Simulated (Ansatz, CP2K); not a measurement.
A CP2K input for a self-consistent single point of CaO (Fm-3m, 2 atoms in the cell) (DFT PBE, GPW, DZVP-MOLOPT-SR-GTH basis, GTH-PBE potentials (GTH_POTENTIALS)):

```
&GLOBAL
  PROJECT scf
  RUN_TYPE ENERGY_FORCE
  PRINT_LEVEL MEDIUM
&END GLOBAL
&FORCE_EVAL
  METHOD Quickstep
  STRESS_TENSOR ANALYTICAL
  &DFT
    BASIS_SET_FILE_NAME BASIS_MOLOPT
    POTENTIAL_FILE_NAME GTH_POTENTIALS
    &QS
      METHOD GPW
      EPS_DEFAULT 1E-11
    &END QS
    &MGRID
      CUTOFF 500
      REL_CUTOFF 50
      NGRIDS 5
    &END MGRID
    &SCF
      SCF_GUESS ATOMIC
      EPS_SCF 1E-6
      MAX_SCF 100
      ADDED_MOS 4
      &DIAGONALIZATION
        ALGORITHM STANDARD
      &END DIAGONALIZATION
      &MIXING
        METHOD BROYDEN_MIXING
        ALPHA 0.2
        NBUFFER 8
        BETA 1
      &END MIXING
      &SMEAR ON
        METHOD FERMI_DIRAC
        ELECTRONIC_TEMPERATURE [K] 580.23
      &END SMEAR
    &END SCF
    &KPOINTS
      SCHEME MONKHORST-PACK 12 12 12
      GAMMA_CENTERED T
    &END KPOINTS
    &XC
      &XC_FUNCTIONAL PBE
      &END XC_FUNCTIONAL
    &END XC
    &PRINT
      &MO
        EIGENVALUES T
        OCCUPATION_NUMBERS T
        NDIGITS 8
        FILENAME mo
        &EACH
          QS_SCF 0
        &END EACH
        ADD_LAST NUMERIC
      &END MO
      &MULLIKEN ON
      &END MULLIKEN
    &END PRINT
  &END DFT
  &SUBSYS
    &CELL
      A 3.40118400 0.00000000 0.00000000
      B 1.70059200 2.94551100 0.00000000
      C 1.70059200 0.98183700 2.77705500
      PERIODIC XYZ
    &END CELL
    &COORD
      SCALED
      Ca       0.00000000     0.00000000     0.00000000
      O        0.50000000     0.50000000     0.50000000
    &END COORD
    &KIND Ca
      BASIS_SET DZVP-MOLOPT-SR-GTH
      POTENTIAL GTH-PBE-q10
    &END KIND
    &KIND O
      BASIS_SET DZVP-MOLOPT-SR-GTH
      POTENTIAL GTH-PBE-q6
    &END KIND
  &END SUBSYS
  &PRINT
    &FORCES ON
    &END FORCES
    &STRESS_TENSOR ON
    &END STRESS_TENSOR
  &END PRINT
&END FORCE_EVAL
```

Problem. Write the same calculation as an input for Ansatz (a program for electronic structure).

Solution. One input that does it (others would too):

Ansatz 0.2 input:
```yaml
crystal:
  lattice:
    - [0.000000, 2.405000, 2.405000]
    - [2.405000, 0.000000, 2.405000]
    - [2.405000, 2.405000, 0.000000]
  atoms:
    - { symbol: Ca, position: [0.000000, 0.000000, 0.000000] }
    - { symbol: O, position: [0.500000, 0.500000, 0.500000] }
kpoints:
  mp_grid: { grid: [12, 12, 12] }
hamiltonian:
  xc: pbe
  pseudopotentials: { kind: paw }
scf:
  occupations: { method: fermi_dirac, width: 0.05 }
output:
  forces: true
  eigenvalues: true
  stress: true
```

Basis settings and potentials, where a program has them, do not carry over. This input uses DFT, PBE, plane waves, default PAW files. Both were run: pressure 2.95 GPa in CP2K and 0.99 in Ansatz; gap on the mesh 3.548 eV in CP2K and 3.656 in Ansatz. Ansatz's pressure is the one without its finite-basis correction.

On CP2K: the starting cell has typed, rounded lattice constants, without a prior relaxation at this level. Values carry the incompleteness of an atom-centred basis.

On Ansatz: the starting cell has typed, rounded lattice constants, without a prior relaxation at this level.
